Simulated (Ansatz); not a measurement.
# Carrier properties of SiC (F-43m)

Data:

```
CELL_PARAMETERS angstrom
      0.00000     2.17845     2.17845
      2.17845     0.00000     2.17845
      2.17845     2.17845     0.00000
ATOMIC_POSITIONS crystal
  Si 0.25000 0.25000 0.25000
  C  0.00000 0.00000 0.00000
```

Method: PBEsol, rigid bands (plane waves, PAW, scalar-relativistic; Ansatz, a program for electronic structure). How the cell was made: cell and atoms relaxed with PBEsol.

band gap: 1.24 eV
electron conductivity mass (300 K, dilute): 0.30 mₑ
hole conductivity mass (300 K, dilute): 0.68 mₑ
effective density of states N_c (300 K): 1.4e19 cm⁻³
effective density of states N_v (300 K): 1.6e20 cm⁻³
density-of-states mass, electrons: 0.68 mₑ
density-of-states mass, holes: 3.4 mₑ
Seebeck coefficient, n-type 1e19 cm⁻³, 300 K: -249 μV/K
best n-type power factor at 300 K for τ = 10 fs (best axis; densities from 1e16 to 1e21 cm⁻³ tried, whether or not they can be reached): 7.6 μW/(cm·K²) at 3e19 cm⁻³
Seebeck coefficient, p-type 1e19 cm⁻³, 300 K: 442 μV/K
best p-type power factor at 300 K for τ = 10 fs (best axis; densities from 1e16 to 1e21 cm⁻³ tried, whether or not they can be reached): 31 μW/(cm·K²) at 3e20 cm⁻³

Rigid bands; masses and Seebeck coefficients take one relaxation time τ for all states and one kind of carrier; polarons and phonon drag are left out. Spin-orbit coupling is left out; where it splits the top of the valence band, N_v and the p-type Seebeck coefficient come out somewhat high without it.
